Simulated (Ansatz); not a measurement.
Consider Tl$_{2}$S in the anti-fluorite structure (space group Fm-3m, No. 225; a = 7.1502 Å; a hypothetical phase, not in the database extracts checked). Axes: x, y, z lie along the cube axes.

Calculations: PBEsol in Ansatz (plane waves to 420 eV, PAW, no spin-orbit coupling).

For the base:

```
Property           Result
---------------  --------
Volume per atom  30.46 Å³
Pressure          0.0 GPa
```

One thing is altered: biaxial strain +1.06 %, plane normal [001], relaxed out of plane (Cartesian); in-plane vectors clamped, the third vector and the atoms free.

### Question
What does the calculation give for the volume per atom after the change?

### Answer
The volume per atom increases by 0.21 Å³, from 30.46 Å³ to 30.67 Å³.

### Question
Estimate the effect on the pressure.

### Answer
The pressure (mean of the normal stresses, compression positive) goes from zero to -0.2 GPa.

### Question
Estimate the effect on the energy relative to the base.

### Answer
The energy grows by 0.6 meV/atom.

A case with no gap was solved on a k-mesh chosen for an insulator, which is coarse for it. Stability against distortions was not tested. The final runs are not spin-polarised.

Ansatz is a program for electronic structure.
